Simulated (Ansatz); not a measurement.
Here is the system:

```yaml
crystal:
  lattice:
    - [4.00063, 0.00000, 0.00000]
    - [-2.00031, 3.46464, 0.00000]
    - [0.00000, 0.00000, 16.51192]
  atoms:
    - { symbol: In, position: [0.33333, 0.66667, 0.66589] }
    - { symbol: In, position: [0.66667, 0.33333, 0.16589] }
    - { symbol: In, position: [0.66667, 0.33333, 0.33411] }
    - { symbol: In, position: [0.33333, 0.66667, 0.83411] }
    - { symbol: Se, position: [0.33333, 0.66667, 0.08743] }
    - { symbol: Se, position: [0.66667, 0.33333, 0.58743] }
    - { symbol: Se, position: [0.66667, 0.33333, 0.91257] }
    - { symbol: Se, position: [0.33333, 0.66667, 0.41257] }
```

No spin polarisation.

Calculations: PBE-D3(BJ)/PAW in Ansatz (a quantum-chemistry and plane-wave program), spin-orbit coupling left out, earlier PAW set. k-mesh 9×9×2 (Γ-centred); smearing 0.05 eV (Fermi–Dirac).

Q: What band gap does the calculation give?

A: 0.41 eV.

Q: Predict the valence-band top at Γ (three highest levels, from the VBM).

A: 0.00, -1.06, -1.06 eV.

Load acts through the strain it causes; cell and atoms are relaxed under it. No phonon test of stability was made. The cell was made from InSe in the beta-GaS type structure (space group P6_3/mmc, No. 194; layered, stacked along the Cartesian z axis) by this change: pressure 0.9 GPa.
